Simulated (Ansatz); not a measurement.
Given:

```
CELL_PARAMETERS angstrom
     -2.98485     2.98485     5.95804
      2.98485    -2.98485     5.95804
      2.98485     2.98485    -5.95804
ATOMIC_POSITIONS crystal
  Se 0.61739 0.14443 0.00000
  Se 0.14443 0.61739 0.00000
  Se 0.38261 0.38261 0.52704
  Se 0.85557 0.85557 0.47296
  Cd 0.00000 0.00000 0.00000
  Zn 0.50000 0.50000 0.00000
  Cd 0.75000 0.25000 0.50000
  Cd 0.25000 0.75000 0.50000
```

No spin polarisation.

Calculations: DFT with PBEsol, PAW potentials and a 420 eV plane-wave cutoff in Ansatz (a program for electronic structure), no spin-orbit coupling. Settings: 8×8×8 k-points, 0.05 eV Fermi–Dirac smearing.

Q: Predict the gap character (in this cell's own zone, which can be folded).

A: Direct at Γ.

Q: What valence-band top at Γ (three highest levels, from the VBM) does the calculation give?

A: 0.00, 0.00, -0.03 eV.

Q: Estimate the band gap.

A: 0.61 eV.

These are small ordered cells, not random alloys; other orderings at the same x differ. Whether these cells are dynamically stable was not tested. The cell was made from ZnSe by this change: x(Cd) = 0.75, 8 atoms, I-42m.
